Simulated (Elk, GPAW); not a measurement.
A GPAW input for a self-consistent single point of InSe (P6_3/mmc, 8 atoms in the cell) (DFT PBE, plane waves, GPAW PAW datasets PBE (gpaw-data 1.0.1)):

```python
from ase import Atoms
from ase.units import GPa
from gpaw import GPAW, PW, FermiDirac

atoms = Atoms(['In', 'In', 'In', 'In', 'Se', 'Se', 'Se', 'Se'],
              cell=[[3.912573, 0.000000, 0.000000],
                    [-1.956286, 3.388387, 0.000000],
                    [0.000000, 0.000000, 16.871497]],
              scaled_positions=[[0.333333, 0.666667, 0.330300],
                                [0.666667, 0.333333, 0.669700],
                                [0.666667, 0.333333, 0.830300],
                                [0.333333, 0.666667, 0.169700],
                                [0.333333, 0.666667, 0.597320],
                                [0.666667, 0.333333, 0.402680],
                                [0.666667, 0.333333, 0.097320],
                                [0.333333, 0.666667, 0.902680]],
              pbc=True)

calc = GPAW(mode=PW(550),
            xc='PBE',
            kpts=(5, 5, 1),
            occupations=FermiDirac(0.01),
            nbands=-6,
            convergence={'density': 1e-05, 'bands': -4},
            symmetry={'symmorphic': False, 'tolerance': 0.0005},
            maxiter=150,
            txt='-')

atoms.calc = calc

energy = atoms.get_potential_energy()
print('Energy (eV):', round(energy, 6))
forces = atoms.get_forces()
print('Forces (eV/Ang):')
print(forces.round(5))
stress = atoms.get_stress()
print('Stress (GPa, Voigt):', (stress / GPa).round(4))
```

Write the same calculation as an input for Elk.

One input that does it (others would too):

```
tasks
  0

xctype
  20

rmtscf
  0.93

swidth
  0.000367493

maxscl
  100

scale
  7.393690745

avec
    1.0000000000   -0.0000000429    0.0000000000
   -0.4999999628    0.8660254253    0.0000000000
    0.0000000000    0.0000000000    4.3121236394

sppath
  './'

atoms
  2
  'In.in'
  4
  0.3333333333  0.6666666667  0.3303000000    0.0 0.0 0.0
  0.6666666667  0.3333333333  0.6697000000    0.0 0.0 0.0
  0.6666666667  0.3333333333  0.8303000000    0.0 0.0 0.0
  0.3333333333  0.6666666667  0.1697000000    0.0 0.0 0.0
  'Se.in'
  4
  0.3333333333  0.6666666667  0.5973200000    0.0 0.0 0.0
  0.6666666667  0.3333333333  0.4026800000    0.0 0.0 0.0
  0.6666666667  0.3333333333  0.0973200000    0.0 0.0 0.0
  0.3333333333  0.6666666667  0.9026800000    0.0 0.0 0.0

ngridk
  5 5 1
```

Basis, cutoffs, solver keys and any potentials are the target program's own. This input uses DFT, PBE, all-electron FP-LAPW, Elk's shipped species files, default APW+lo basis.

The starting cell comes from a database of computed structures (which also holds hypothetical and non-ambient phases and stackings), without a prior relaxation at this level. Its lattice was rescaled by a random factor within 2.5 % of one. For this run, on top of that: lattice scaled by 0.98.
